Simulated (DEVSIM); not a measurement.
Structure: GaSb n-i-p diode, at 300 K.

Layer 1 from the left is GaSb, thickness (μm) 0.480, Nd (cm⁻³) 1e17, τn (s) 9.7e-9, τp (s) 9.7e-9. Layer 2 from the left is GaSb, thickness (μm) 14.0, Na (cm⁻³) 1.3e13, τn (s) 9.7e-9, τp (s) 9.7e-9. Layer 3 from the left is GaSb, thickness (μm) 0.490, Na (cm⁻³) 3.3e17, τn (s) 2.9e-10, τp (s) 9.7e-9.

Left contact: ohmic. Right contact: ohmic. Voltage is applied to the left contact. Recombination: SRH at mid-gap, radiative, Auger. Mobility is μmin + (μ − μmin)/(1 + (N/Nref)^α).

This is a model device: material constants are rounded textbook-type values typed into the input, and sizes, dopings and lifetimes were drawn at random. Values at 300 K.

GaSb: gap (eV) 0.726, affinity (eV) 4.06, permittivity 15.7, Nc (cm⁻³) 2.1e17, Nv (cm⁻³) 1.8e19, μn (cm²/Vs) 5000, μp (cm²/Vs) 850, μn,min 1000, μp,min 190, Nref,n 2.8e17, Nref,p 9e17, αn 1.05, αp 0.65, B (cm³/s) 1e-10, Cn (cm⁶/s) 5e-30, Cp (cm⁶/s) 5e-30.

DEVSIM, 1D drift-diffusion, Boltzmann statistics, complete ionisation; no tunnelling, impact ionisation, image-force lowering or self-heating.

### Question
What does the simulation give for the dark forward voltage at 100 A/cm², the potential step across the device at zero bias, the dark forward voltage at 1 A/cm²?

### Answer
dark forward voltage at 100 A/cm² 0.467 V; potential step across the device at zero bias 0.603 V; dark forward voltage at 1 A/cm² 0.243 V.
